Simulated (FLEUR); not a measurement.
**A self-consistent single point of GeCl₂ (Fm-3m, 3 atoms in the cell) with FLEUR**

Method: PBE, all-electron FLAPW (FLEUR), scalar-relativistic valence.

Input as run:

Input of the input generator:

```
GeCl2 FLAPW
&input film=f /
-0.0000000000 0.7071067812 0.7071067812
0.7071067812 0.0000000000 0.7071067812
0.7071067812 0.7071067812 0.0000000000
8.1713769420
1.0 1.0 1.0

3
32 0.0000000000 0.0000000000 0.0000000000
17 0.2500000000 0.2500000000 0.2500000000
17 0.7500000000 0.7500000000 0.7500000000

&comp jspins=1 /
&kpt div1=6 div2=6 div3=6 /
&end /
```

```xml
<?xml version="1.0" encoding="UTF-8" standalone="no"?>
<fleurInput fleurInputVersion="0.39">
   <comment>
      GeCl2 FLAPW                                                                                         
   </comment>
   <calculationSetup>
      <cutoffs Kmax="4.3" Gmax="15.0" GmaxXC="15.0" numbands="0"/>
      <scfLoop itmax="60" minDistance="0.00001" maxIterBroyd="15" imix="Anderson" alpha="0.05" precondParam="0.0" spinf="2.0"/>
      <coreElectrons ctail="T" frcor="F" kcrel="0" coretail_lmax="0"/>
      <xcFunctional name="pbe" relativisticCorrections="F"/>
      <magnetism jspins="1"/>
      <soc l_soc="F" theta="0.0" phi="0.0" spav="F"/>
      <expertModes spex="0" secvar="F"/>
      <geometryOptimization l_f="T" forcealpha="1.0" forcemix="BFGS" epsdisp="0.00001" epsforce="0.00001"/>
      <ldaU l_linMix="F" mixParam="0.05" spinf="1.0"/>
   </calculationSetup>
   <cell>
      <bzIntegration valenceElectrons="28.0" mode="hist" fermiSmearingEnergy="0.00183747">
         <kPointListSelection listName="default-1"/>
         <!-- k-points included here -->
         <xi:include xmlns:xi="http://www.w3.org/2001/XInclude" href="kpts.xml"> </xi:include>
      </bzIntegration>
      <!-- symmetry operations included here -->
      <xi:include xmlns:xi="http://www.w3.org/2001/XInclude" href="sym.xml"> </xi:include>
      <bulkLattice scale="1.0">
         <bravaisMatrix>
            <row-1>    0.0000000000000000     5.7780360474295192     5.7780360474295192</row-1>
            <row-2>    5.7780360474295192     0.0000000000000000     5.7780360474295192</row-2>
            <row-3>    5.7780360474295192     5.7780360474295192     0.0000000000000000</row-3>
         </bravaisMatrix>
      </bulkLattice>
   </cell>
   <atomSpecies>
      <species name="Germanium (Ge)" element="Ge" atomicNumber="32">
         <mtSphere radius="2.68" gridPoints="925" logIncrement="0.014"/>
         <atomicCutoffs lmax="10" lnonsphr="8"/>
         <electronConfig flipSpins="F">
            <coreConfig>(1s1/2) (2s1/2) (2p1/2) (2p3/2) (3s1/2) (3p1/2) (3p3/2)</coreConfig>
            <valenceConfig>(4s1/2) (3d3/2) (3d5/2) (4p1/2) (4p3/2)</valenceConfig>
            <stateOccupation state="(4p1/2)" spinUp="0.3333333333333" spinDown="0.3333333333333"/>
            <stateOccupation state="(4p3/2)" spinUp="0.6666666666667" spinDown="0.6666666666667"/>
         </electronConfig>
         <energyParameters s="4" p="4" d="3" f="4"/>
      </species>
      <species name="Chlorine (Cl)" element="Cl" atomicNumber="17">
         <mtSphere radius="1.85" gridPoints="639" logIncrement="0.018"/>
         <atomicCutoffs lmax="8" lnonsphr="6"/>
         <electronConfig flipSpins="F">
            <coreConfig>(1s1/2) (2s1/2) (2p1/2) (2p3/2)</coreConfig>
            <valenceConfig>(3s1/2) (3p1/2) (3p3/2)</valenceConfig>
            <stateOccupation state="(3p1/2)" spinUp="0.8333333333333" spinDown="0.8333333333333"/>
            <stateOccupation state="(3p3/2)" spinUp="1.6666666666667" spinDown="1.6666666666667"/>
         </electronConfig>
         <energyParameters s="3" p="3" d="3" f="4"/>
      </species>
   </atomSpecies>
   <atomGroups>
      <atomGroup species="Germanium (Ge)">
         <relPos label="                   1">.0000000000 .0000000000 .0000000000</relPos>
         <force calculate="T" relaxXYZ="TTT"/>
      </atomGroup>
      <atomGroup species="Chlorine (Cl)">
         <relPos label="                   2">1.000/4.000 1.000/4.000 1.000/4.000</relPos>
         <relPos label="                   3">-1.000/4.000 -1.000/4.000 -1.000/4.000</relPos>
         <force calculate="T" relaxXYZ="TTT"/>
      </atomGroup>
   </atomGroups>
   <output dos="F" band="F" slice="F">
      <checks vchk="F" cdinf="F"/>
      <bandDOS minEnergy="-.5*Htr" maxEnergy="0.5*Htr" sigma="0.015" storeEVData="T"/>
      <vacuumDOS vacdos="F" integ="F" star="F" nstars="0" locx1="0.0" locy1="0.0" locx2="0.0" locy2="0.0" nstm="0" tworkf="0.0"/>
      <unfoldingBand unfoldBand="F" supercellX="1" supercellY="1" supercellZ="1"/>
      <plotting iplot="0" polar="F">
         <plot TwoD="T" vec1="  1.0  0.0  0.0" vec2="  0.0  1.0  0.0" vec3="  0.0  0.0  1.0" zero="  0.0  0.0  0.0" file="plot"/>
      </plotting>
      <chargeDensitySlicing numkpt="0" minEigenval="0.0" maxEigenval="0.0" nnne="0" pallst="F"/>
      <specialOutput eonly="F"/>
      <magneticCircularDichroism mcd="F" energyLo="-10.0" energyUp="0.0"/>
   </output>
  <!-- We include the file relax.xml here to enable relaxations (see documentation) -->
  <xi:include xmlns:xi="http://www.w3.org/2001/XInclude" href="relax.xml"> <xi:fallback/> </xi:include>
</fleurInput>
```

Output, abridged:

```
      Welcome to FLEUR        (www.flapw.de)
      MaX-Release 8.1          (www.max-centre.eu)

 ========== k-point set info ==========
 Selected k-point list: default-1
 k-point list type: mesh
 6 x 6 x 6
 Number of k points: 28

 ------------Calculation Setup---------------------------
           1           2           4           7          14          28
 Number of basis functions:          531
 Iteration:     1   Distance:       6.77066487 me/bohr^3
 Iteration:     2   Distance:       6.04230250 me/bohr^3
 Iteration:     3   Distance:       2.35392029 me/bohr^3
 Iteration:     4   Distance:       1.58641453 me/bohr^3
 Iteration:     5   Distance:       0.91753364 me/bohr^3
 Iteration:     6   Distance:       0.26362157 me/bohr^3
   [... 4 lines left out ...]
 Iteration:    11   Distance:       0.00039195 me/bohr^3
 Iteration:    12   Distance:       0.00026887 me/bohr^3
 Iteration:    13   Distance:       0.00003181 me/bohr^3
 Iteration:    14   Distance:       0.00001270 me/bohr^3
 Iteration:    15   Distance:       0.00000278 me/bohr^3

 Run finished successfully
 Stop message:
   Structural relaxation: Done

[file out, last iteration]
             iter=     16
          p o t e n t i a l   g e n e r a t o r
[...]
          integral of pseudo charge density inside the slab=        0.000000   0.000000
     coulomb potential in the interstitial region:
          density-coulomb potential integrals
          total density-coulomb potenti    -4617.6059651303
          density-effective potential integrals for spin  1
          total density-effective poten   -4.7943590802E+03
          charge density-energy density integrals
          total charge density-energy d   -1.3621664922E+02
 Updated energy parameters for spin:           1
  Atom    1 4s branch from -5.76 to  0.38 htr. ; e_l = -0.0276
  Atom    1 4p branch from -3.82 to  0.92 htr. ; e_l =  0.2383
  Atom    1 3d branch from -9.99 to -0.64 htr. ; e_l = -0.6417
  Atom    1 4f branch from -9.99 to  2.60 htr. ; e_l =  0.6420
  Atom    2 3s branch from -8.77 to  0.68 htr. ; e_l = -0.3680
  Atom    2 3p branch from -6.53 to  1.33 htr. ; e_l = -0.0267
  Atom    2 3d branch from -9.99 to  2.09 htr. ; e_l =  0.2350
  Atom    2 4f branch from -9.99 to  5.20 htr. ; e_l =  0.4029
[...]
 fermi energy and band-weighting factors:
at   0.41667   0.41667   0.41667   k-weight:    0.009259
   22 eigenvalues :
   -0.650641   -0.650447   -0.650447   -0.650191   -0.650191   -0.318197   -0.289831   -0.023344
    0.099793    0.099793    0.105853    0.139833    0.139833    0.251401    0.401644    0.401644
    0.443706    0.562217    0.629759    0.629759    0.703973    0.703973
   [... 2 blocks of this kind left out ...]

[...]
FERMIE:
          first approx. to ef    (T=0)  :   0.251401 htr   (energy of the highest occ. eigenvalue)
          number of occ. states  (T=0)  :        392
          first approx. to seigv (T=0)  :  -6.045428 htr
          sum of weights of occ. states :  14.000000
          sum of semicore charge        :   0.000000 e
FERHIS:  Fermi-Energy by histogram:
          bandgap                     :   0.078665 htr
          charge neutrality (T=0)     :   0.000000    (zero if the highest occ. eigenvalue is "entirely" occupied)
          no eigenvalues within 8 tkb of ef reverts to the t=0 k method.
          number of occ. states       :       392
          sum of the valence weights  :   14.000000
          entropy         :   0.000000 *kb htr/K =   0.00000 htr/K
          sum of val. single particle energies:        -6.0454283821 htr
 Direct bandgap for spin            1 :   0.12371215077433917       Htr
 at k-point           20  with k-vector    8.3333333333333329E-002  0.25000000000000000       0.25000000000000000
          valence density: spin= 1
[...]
     l-like charge
     atom     s        p        d        f        total
 -->  1    1.72000  0.87401 10.10842  0.06312   12.78731
 -->  2    1.46486  3.09623  0.02384  0.00141    4.58650
          total charge for spin  1=   28.000000
          interst. charge =       6.039686
          mt charge=             12.787306    4.586504
          total charge  =   28.000000
          z= 32.     r(1)=  0.645805E-05     dx= 0.014000     m.t.index= 925
               n    l     j    energy       weight
               1.   0.   0.5 -402.2722      2.0000
               2.   0.   0.5  -49.9667      2.0000
               2.   1.   0.5  -44.3967      2.0000
               2.   1.   1.5  -43.2253      4.0000
               3.   0.   0.5   -5.7630      2.0000
               3.   1.   0.5   -3.9268      2.0000
               3.   1.   1.5   -3.7697      4.0000
          atom type    1  (spin 1)
          kinetic energy=  0.198628403487E+04     sum of the eigenvalues= -0.120063055215E+04
          0.00006659  electrons lost from core.
          z= 17.     r(1)=  0.190429E-04     dx= 0.018000     m.t.index= 639
               n    l     j    energy       weight
               1.   0.   0.5 -100.5814      2.0000
               2.   0.   0.5   -8.7743      2.0000
               2.   1.   0.5   -6.5710      2.0000
               2.   1.   1.5   -6.5087      4.0000
          atom type    2  (spin 1)
          kinetic energy=  0.444700615158E+03     sum of the eigenvalues= -0.257888075189E+03
          0.00020919  electrons lost from core.
          total charge for spin  1=   66.000000
          interst. charge =       6.040170
          mt charge=             30.787240   14.586295
          total charge  =   66.000000
          zc=    66.000000     qfix=    1.000000
     t o t a l  e n e r g y
          sum of eigenvalues =             -1722.4521309129
          density-coulomb potential int    -4617.6059651303
          density-effective potential i    -4794.3590802122
          charge density-ex.-corr.energ     -136.2166492240
          el.-nucl. inter. diff. m.t.       2527.6439262861
          Madelung term for atom type:       -11.8784394597
          el.-nucl. inter. diff. m.t.       1084.9572373629
          Madelung term for atom type:       -24.5285448907
 ---->    total energy=                    -3022.1208304893 htr
 ---->    (input%tkb*entropy) TS=              0.0000000000 htr
 ---->    free energy=                     -3022.1208304893 htr
      extrapolation for T->0
 ---->    total electron energy=           -3022.1208304893 htr
 ***** TOTAL FORCES ON ATOMS *****
 TOTAL FORCE FOR ATOM TYPE=  1  X=  0.000   Y=  0.000   Z=  0.000
                       FX_TOT= 0.000000 FY_TOT= 0.000000 FZ_TOT= 0.000000
 TOTAL FORCE FOR ATOM TYPE=  2  X=  2.889   Y=  2.889   Z=  2.889
                       FX_TOT= 0.000000 FY_TOT= 0.000000 FZ_TOT= 0.000000
 Structural relaxation: Done
```

The run converged in 15 iterations. FLEUR gives forces in its relaxation mode, with a further iteration, so its stop message speaks of a relaxation.

The starting cell was generated: these elements placed on a structure prototype, without a prior relaxation; it need not be a known phase or ordering of this composition. Values depend on the basis (sphere radii, cutoffs, local orbitals), which need not be converged.

These are the values that this program gave, and no reference: the default basis lacks the next d shell.

Cost on one core of a shared machine: roughly 80 s.
